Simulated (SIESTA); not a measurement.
A self-consistent single point of MgH2 (P4_2/mnm, 6 atoms in the cell) with SIESTA.

Computed with SIESTA with LDA PW92, numerical atomic orbitals DZP, PseudoDojo LDA standard norm-conserving potentials (rewritten from UPF to PSML).

```yaml
crystal:
  lattice:
    - [4.52000, 0.00000, 0.00000]
    - [0.00000, 4.52000, 0.00000]
    - [0.00000, 0.00000, 3.02000]
  atoms:
    - { symbol: Mg, position: [0.00000, 0.00000, 0.00000] }
    - { symbol: Mg, position: [0.50000, 0.50000, 0.50000] }
    - { symbol: H, position: [0.30400, 0.30400, 0.00000] }
    - { symbol: H, position: [0.80400, 0.19600, 0.50000] }
    - { symbol: H, position: [0.19600, 0.80400, 0.50000] }
    - { symbol: H, position: [0.69600, 0.69600, 0.00000] }
```

Reference input (self-consistent single point, DFT, GGA PBE, numerical atomic orbitals DZP, PseudoDojo PBE standard norm-conserving potentials (rewritten from UPF to PSML)): XC.functional = GGA; XC.authors = PBE; potentials = PseudoDojo PBE standard; PAO.BasisSize = DZP; PAO.EnergyShift = 0.01 Ry; MeshCutoff = 350 Ry; kgrid.MonkhorstPack = 5 5 7; OccupationFunction = FD; ElectronicTemperature = 10 meV; MaxSCFIterations = 150; SCF.Mixer.Method = Broyden; SCF.Mixer.Weight = 0.2. This run's input differs from it in these lines:

```diff
@@ -1,2 +1,2 @@
-# files in the folder: Mg.psml H.psml (PseudoDojo PBE standard)
+# files in the folder: Mg.psml H.psml (PseudoDojo LDA standard)
 SystemName  MgH2
@@ -26,4 +26,4 @@
 
-XC.functional                GGA
-XC.authors                   PBE
+XC.functional                LDA
+XC.authors                   PW92
 PAO.BasisSize                DZP
```

Output (repeated stretches shortened):

```
        iscf     Eharris(eV)        E_KS(eV)     FreeEng(eV)     dDmax    Ef(eV) dHmax(eV)
   scf:    1    -3282.384757    -3286.735805    -3286.735805  1.673389 -3.549767  5.182415
   scf:    2    -3287.368519    -3287.059209    -3287.059209  0.031730 -4.003055  3.895785
   scf:    3    -3287.671601    -3287.418539    -3287.418539  0.112261 -5.312956  0.226216
   scf:    4    -3287.419958    -3287.419259    -3287.419259  0.001753 -5.363294  0.129603
   scf:    5    -3287.420959    -3287.420224    -3287.420224  0.003763 -5.444387  0.001923
   [... 5 lines left out ...]
   scf:   11    -3287.420225    -3287.420225    -3287.420225  0.000023 -5.444772  0.000373
   scf:   12    -3287.420225    -3287.420225    -3287.420225  0.000016 -5.444747  0.000287
   scf:   13    -3287.420225    -3287.420225    -3287.420225  0.000012 -5.444730  0.000223
   scf:   14    -3287.420225    -3287.420225    -3287.420225  0.000010 -5.444719  0.000174
SCF Convergence by DM+H criterion
max |DM_out - DM_in|         :     0.0000095454
max |H_out - H_in|      (eV) :     0.0001740573
SCF cycle converged after 14 iterations

Using DM_out to compute the final energy and forces

siesta: E_KS(eV) =            -3287.4202

siesta: E_KS - E_eggbox =     -3287.4202

siesta: Atomic forces (eV/Ang):
     1   -0.000000    0.000000   -0.000000
     2   -0.000000   -0.000000   -0.000000
     3    0.021660    0.021660   -0.000000
     4    0.021660   -0.021660    0.000000
     5   -0.021660    0.021660    0.000000
     6   -0.021660   -0.021660   -0.000000
   Tot    0.000000   -0.000000   -0.000000
   Max    0.021660
   Res    0.014440    sqrt( Sum f_i^2 / 3N )
   Max    0.021660    constrained

   [... lines left out ...]
siesta: FreeEng =     -3287.420225
siesta: Cell volume =         61.699808 Ang**3
siesta:         -19.41338881        -19.77947320  kBar
   [... lines left out ...]
   5  1.371   1.181   0.154   0.012   0.012   0.012
   6  1.371   1.181   0.154   0.012   0.012   0.012

mulliken: Qtot =       24.000

Mulliken Atomic Populations:
Atom #   charge [q] valence [e]  Species
     1     0.741748    9.258252  Mg
     2     0.741748    9.258252  Mg
     3    -0.370874    1.370874  H
     4    -0.370874    1.370874  H
     5    -0.370874    1.370874  H
     6    -0.370874    1.370874  H
 Total     0.000000
```

The run converged in 14 iterations. Against the reference run the pressure goes from 0.75 to -1.94 GPa, the largest force hardly changes (0.027 to 0.031 eV/Å) and the gap on the mesh goes from 3.887 to 3.525 eV.

The starting cell has typed, rounded lattice constants, without a prior relaxation at this level. Values carry the incompleteness of an atom-centred basis.
